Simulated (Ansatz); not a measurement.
Given:

```
Bi2Se3
1.0
    4.14453     0.00000     0.00000
    2.07227     9.55271     0.04661
    2.07227     0.43215     3.56316
Bi Se
2 3
Direct
  0.40090   0.79730   0.40090
  0.59910   0.20270   0.59910
  0.00000   0.00000   0.00000
  0.21046   0.36861   0.21046
  0.78954   0.63139   0.78954
```

The cell was relaxed by PBE-D3(BJ); by r2SCAN it stands under a pressure of 1.3 GPa.

Transport runs along the normal of the first two printed cell vectors, the (101) plane of the conventional cell.

The gap is the functional's own, uncorrected, and κ follows it; spin-orbit coupling is left out. Mid-gap means the computed energy nearest the middle.

**Question.** State the band gap and the smallest decay constant κ at mid-gap according to r2SCAN run with Ansatz (a program for electronic structure).

**Answer.** Gap 0.42 eV on a 8×8×8 mesh; κ = 0.069 1/Å, at the zone centre.
